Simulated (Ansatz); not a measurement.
Defect migration in 3C silicon carbide: C vacancy, charge state +2. The step: one C atom jumps into the vacancy from a nearby C site; the atom moves 3.08 Å along (0.00, -0.50, -0.50) of the unit cell; the moving atom starts with neighbours Si at 1.86, 2 Si at 1.90, Si at 1.93 Å and ends with Si at 1.86, 2 Si at 1.90, Si at 1.93 Å. A PBE band in Ansatz (plane-wave PAW, a 2×2×2 k-point mesh shifted by half a step, 64 host sites, 89 SCF runs with any check of the saddle's order, static, no finite-size correction) gives a forward barrier of 5.21 eV. The check of the saddle point's order was inconclusive, and it lies on a symmetry element of the cell, where a band can be held. The charge state is imposed; whether it is stable for some Fermi level was not computed. Forms of the defect that were not tried may lie lower.

Single points at the band's start and saddle point can refine it. Rough cost of one point, in units of the band's mean SCF on the same machine:

```tsv
Level	Cost of one point
PBE, a 3×3×3 k-point mesh shifted by half a step	about 5
r2SCAN at 500 eV, a 2×2×2 k-point mesh shifted by half a step	about 3
```

Task: Which of these move the barrier by more than 0.1 eV, and how far does each move it?

Result: PBE, a 3×3×3 k-point mesh shifted by half a step: +0.01 eV; r2SCAN at 500 eV, a 2×2×2 k-point mesh shifted by half a step: +0.45 eV. Each functional is compared with PBE at the same k-points.

Ansatz is a quantum-chemistry and plane-wave program.
